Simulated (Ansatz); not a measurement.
Base system: V₃Si in the A15 (Cr3Si type) structure (space group Pm-3n, No. 223).

V₃Si is taken in the cubic space group Pm-3n (No. 223), the A15 (Cr3Si type) structure, Pearson symbol cP8. Conventional cell: a = b = c = 4.650 Å, α = β = γ = 90.00°. V on 6c sees 2 V at 2.325 Å and 8 V at 2.847 Å and 4 Si at 2.599 Å. Si on 2a is surrounded by 12 V at 2.599 Å. (Neighbours: up to the widest gap in distance over summed covalent radii, below 1.35, at either atom; cation-cation and far metal-metal contacts left out.)

All numbers come from PBEsol (Ansatz, a quantum-chemistry and plane-wave program), no spin-orbit coupling, earlier PAW set.

Base values:

- Volume per atom: 12.57 Å³

It is then changed as follows: cell and atoms relaxed at a pressure of 18 GPa.

Task: How does this affect the volume per atom?

Result: The volume per atom falls by 0.91 Å³, from 12.57 Å³ to 11.66 Å³.

Load acts through the strain it causes; cell and atoms are relaxed under it. Stability against distortions was not tested. No other phases were tried under pressure. Seeded moments were not kept for the base. All final runs are without spin polarisation.
